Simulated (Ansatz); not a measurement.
Results of PBEsol in Ansatz (plane waves, PAW) for AlBiO3 (Pm-3m, No. 221, 5 atoms in the cell; start mp-23080; idealised structure).

Numerical settings: plane-wave cutoff 520 eV, 10×10×10 k mesh, Fermi–Dirac smearing 0.01 eV, scalar-relativistic PAW data made under PBE.

Cell (relaxed with PBEsol):

```yaml
crystal:
  lattice:
    - [3.75351, 0.00000, 0.00000]
    - [0.00000, 3.75351, 0.00000]
    - [0.00000, 0.00000, 3.75351]
  atoms:
    - { symbol: Al, position: [0.50000, 0.50000, 0.50000] }
    - { symbol: Bi, position: [0.00000, 0.00000, 0.00000] }
    - { symbol: O, position: [0.50000, 0.00000, 0.50000] }
    - { symbol: O, position: [0.00000, 0.50000, 0.50000] }
    - { symbol: O, position: [0.50000, 0.50000, 0.00000] }
```

What does this level give for the band gap, smallest direct gap on the k points sampled and Γ–Γ gap?


band gap: 1.54 eV
smallest direct gap on the k points sampled: 1.91 eV
Γ–Γ gap: 8.01 eV

Spin–orbit coupling is not included; with these elements it can move the gap by several tenths of an eV or more.

The computed numbers hold no vibrational or temperature effects.

A start named mp-… is a Materials Project structure, which need not be a measured phase.

Ansatz is a first-principles code.
